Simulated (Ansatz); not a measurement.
## Cu: x(Au) = 0.667, 3 atoms, I4/mmm

The reference is Cu in the fcc (Cu type) structure (space group Fm-3m, No. 225; a = 3.564 Å).

The other end (x = 1) is Au in the fcc (Cu type) structure (space group Fm-3m, No. 225): 17.02 Å³/atom, gap zero.

It is then changed as follows: a fraction x = 0.667 of the Cu sites is given to Au, ordered in a cell of 3 atoms (starting symmetry I4/mmm) and fully relaxed.

Level of theory: Kohn–Sham DFT with the PBEsol functional, run in Ansatz (a first-principles code) with PAW and 420 eV plane waves, no spin-orbit coupling. Γ-centred 23×23×23 mesh, Fermi–Dirac width 0.05 eV, for the changed cell.

```tsv
quantity	base	changed	shift
volume per atom	11.32 Å³	15.16 Å³	+3.84 Å³
density	9.33 g/cm³	16.71 g/cm³	+7.38 g/cm³
shortest interatomic distance	2.520 Å	2.666 Å	+0.146 Å
band gap	zero	zero	–
mixing energy (to 0.01 eV only: unlike meshes or grids)	–	-0.04 eV/atom	–
deviation of the volume from the linear (Vegard-type) interpolation	–	+0.3 %	–
```

Final structure:

```xyz
3
Lattice="-1.4172 1.4172 5.6604 1.4172 -1.4172 5.6604 1.4172 1.4172 -5.6604" Properties=species:S:1:pos:R:3 pbc="T T T"
Au     0.0000     0.0000     9.5623
Au     0.0000     0.0000     1.7584
Cu     0.0000     0.0000     5.6604
```

Each cell is one ordered arrangement of few atoms, which overstates ordering effects compared with a random alloy. No phonon test of stability was made. All final runs are without spin polarisation.
